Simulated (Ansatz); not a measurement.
System: ZrTa (model structure, Pm-3m, No. 221, 2 atoms in the cell). Method: r²SCAN in Ansatz (PAW).

Numerical settings: plane-wave cutoff 560 eV, 16×16×16 k mesh, Fermi–Dirac smearing 0.05 eV, scalar-relativistic PAW data made under PBE.

Cell (relaxed at this level):

```yaml
crystal:
  lattice:
    - [3.43544, 0.00000, 0.00000]
    - [0.00000, 3.43544, 0.00000]
    - [0.00000, 0.00000, 3.43544]
  atoms:
    - { symbol: Ta, position: [0.00000, 0.00000, 0.00000] }
    - { symbol: Zr, position: [0.50000, 0.50000, 0.50000] }
```

Task: Predict the bulk modulus.

Result: 
- bulk modulus = 133 GPa

The run finds no gap.

Note: the bulk modulus is −V dP/dV from two relaxed cells at ±2 % in volume; the relaxation could raise the start's symmetry but not lower it, so the cell can be a saddle point.

Spin–orbit coupling is not included.

Static lattice: no zero-point or thermal effects.

The result took about 2.1 core-minutes (a rough figure).

A model structure was made by putting elements into a prototype or built by hand; it is no filed structure, need not be a known phase, and can be a saddle point held by its symmetry.

Ansatz is a first-principles code.
